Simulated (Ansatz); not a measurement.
This Ansatz (an electronic-structure program) input is the reference run, Al in the fcc (Cu type) structure (space group Fm-3m, No. 225), computed with PBE, PAW, 420 eV (Ansatz; no spin-orbit coupling):

Ansatz 0.2 input:
```yaml
crystal:
  lattice:
    - [0, 2.0202372103, 2.0202372103]
    - [2.0202372103, 0, 2.0202372103]
    - [2.0202372103, 2.0202372103, 0]
  atoms:
    - { symbol: Al, position: [0, 0, 0] }
basis: { ecutwfc: 420, ecutrho_ratio: 4, xc_grid: 2, fft_grid_basis: typed }
kpoints: { mp_grid: { grid: [20, 20, 20] } }
hamiltonian:
  xc: pbe
  dispersion: none
  pseudopotentials: { kind: paw }
scf: { occupations: { method: fermi_dirac, width: 0.05 }, convergence: { dr2_threshold: 0.0000000001 } }
output: { forces: true, stress: true }
```

**Question.** Write the input for this change: an isotropic linear strain of −1.65 %, atoms relaxed at fixed cell.

**Answer.** 
Ansatz 0.2 input:
```yaml
crystal:
  lattice:
    - [0, 1.9869032963, 1.9869032963]
    - [1.9869032963, 0, 1.9869032963]
    - [1.9869032963, 1.9869032963, 0]
  atoms:
    - { symbol: Al, position: [0, 0, 0] }
basis: { ecutwfc: 420, ecutrho_ratio: 4, xc_grid: 2, fft_grid_basis: typed }
kpoints: { mp_grid: { grid: [20, 20, 20] } }
hamiltonian:
  xc: pbe
  dispersion: none
  pseudopotentials: { kind: paw }
scf: { occupations: { method: fermi_dirac, width: 0.05 }, convergence: { dr2_threshold: 0.0000000001 } }
relax: { f_tol: 0.005, max_steps: 50 }
output: { forces: true, stress: true }
checkpoint: { write: state.ck, write_every: 1000 }
```
This is the input that was run.

No phonon test of stability was made.
